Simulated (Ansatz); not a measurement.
Data:

```
SnS
1.0
   10.99127     0.00000     0.00000
    0.00000     3.98223     0.00000
    0.00000     0.00000     4.14208
Sn S
4 4
Direct
  0.61781   0.75000   0.59774
  0.88219   0.25000   0.09774
  0.38219   0.25000   0.40226
  0.11781   0.75000   0.90226
  0.35434   0.75000   0.97660
  0.14566   0.25000   0.47660
  0.64566   0.25000   0.02340
  0.85434   0.75000   0.52340
```

No spin polarisation.

Level of theory: PBEsol-D3(BJ) (Ansatz, a first-principles code), no spin-orbit coupling. k-mesh 3×8×8 (Γ-centred); smearing 0.05 eV (Fermi–Dirac).

Q: Predict the smallest direct gap, band gap and space group.

A: Smallest direct gap: 0.77 eV
Band gap: 0.45 eV
Space group: Pnma (No. 62)

The cells carry an imposed strain or load. Stability against distortions was not tested. The cell was made from SnS in the GeS type structure (space group Pnma, No. 62) by this change: isotropic strain +0.73 %.
